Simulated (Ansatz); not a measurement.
The reference is C in the diamond structure (space group Fd-3m, No. 227; a = 3.5603 Å).

Computed with r2SCAN (Ansatz, a first-principles code; PAW; 500 eV plane waves; no spin-orbit coupling).

Strains are applied to the cell and any free atomic positions relax.

One change was made to it. Results:

| quantity | base | after |
|---|---|---|
| energy relative to the base (free energy F) | 0 meV/atom | +17 meV/atom |
| pressure | 0.01 GPa | 22.20 GPa |

Q: Which of these changes matches the shifts?
A) isotropic strain −0.50 %
B) isotropic strain −1.50 %
C) isotropic strain −3.00 %

A: B, isotropic strain −1.50 %. For comparison, the energy relative to the base in the other runs: isotropic strain −0.50 % gives +1.8 meV/atom; isotropic strain −3.00 % gives +70 meV/atom.

No phonon test of stability was made.
